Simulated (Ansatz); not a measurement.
Base system: ZnS in the wurtzite structure (space group P6_3mc, No. 186; a = 3.845 Å, c = 6.306 Å).

Perturbation: every lattice vector is stretched by 1.38 %, atoms relaxed at fixed cell.

Levels (all Ansatz, a quantum-chemistry and plane-wave program, PAW): PBE (420 eV, no SOC); r2SCAN (500 eV, no SOC).

The geometry is relaxed with PBE.

| Item | Value |
|---|---|
| PBE band gap | 1.90 eV |
| PBE electron mass | 0.15 mₑ along c, 0.17 mₑ across (at Γ) |
| PBE width of the top valence band | 1.91 eV |

With r2SCAN at the same geometry, the band gap grows by 0.55 eV, from 1.90 eV to 2.45 eV; the electron mass becomes 0.17 mₑ along c, 0.19 mₑ across (at Γ) (PBE: 0.15 mₑ along c, 0.17 mₑ across (at Γ)); the width of the top valence band increases by 0.05 eV to 1.96 eV.

Single points use the geometry relaxed with PBE. The cells carry an imposed strain or load. Masses are band curvatures over ±0.01 Å⁻¹ around the edge. Whether these cells are dynamically stable was not tested.
